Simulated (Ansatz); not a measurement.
Base system: SiO₂ in the rutile structure (space group P4_2/mnm, No. 136; a = 4.236 Å, c = 2.690 Å). Axes: x, y, z lie along a, b, c of the conventional cell.

The change: the cell is compressed by 1.80 % along z with no lateral relaxation; the atoms relax in the strained cell.

Levels (all Ansatz, a quantum-chemistry and plane-wave program, PAW, earlier PAW set): PBE (420 eV, without spin-orbit coupling); r2SCAN (500 eV, no spin-orbit coupling); HSE06 (420 eV, spin-orbit coupling left out); PBE+SOC (420 eV, with spin-orbit coupling).

One geometry, relaxed with PBE, under each level:

The valence-band top lists the three highest levels at Γ (Kramers pairs under SOC), from the VBM.

| level | band gap | lowest conduction level above the VBM at special points | valence-band top at Γ | electron mass | hole mass | pressure |
|---|---|---|---|---|---|---|
| PBE | 5.43 eV | Γ 5.43 eV; A 7.02 eV; M 7.43 eV; X 7.72 eV | 0.00, -0.88, -0.88 eV | 0.39 mₑ along z, 0.47 mₑ across (at Γ) | 2.1 mₑ along z, 1.1 mₑ across (at Γ) | 6.62 GPa |
| r2SCAN | ___ | ___ | – | – | – | ___ |
| HSE06 | 7.53 eV | Γ 7.53 eV; A 9.14 eV; M 9.61 eV | – | – | – | – |
| PBE+SOC | 5.43 eV | Γ 5.43 eV; A 7.02 eV; M 7.43 eV; X 7.72 eV | 0.00, -0.87, -0.89 eV | 0.39 mₑ along z, 0.47 mₑ across (at Γ) | 2.1 mₑ along z, 1.1 mₑ across (at Γ) | 6.62 GPa |

Q: Give the withheld r2SCAN results.

A: 
- r2SCAN, band gap: 6.39 eV
- r2SCAN, lowest conduction level above the VBM at special points: Γ 6.39 eV; A 8.02 eV; M 8.45 eV; X 8.73 eV
- r2SCAN, pressure: -2.96 GPa

Single points use the geometry relaxed with PBE. Their cutoffs differ, which shifts pressures a little. The spin-orbit shifts are approximate. Masses are band curvatures over ±0.01 Å⁻¹ around the edge. Stability against distortions was not tested.
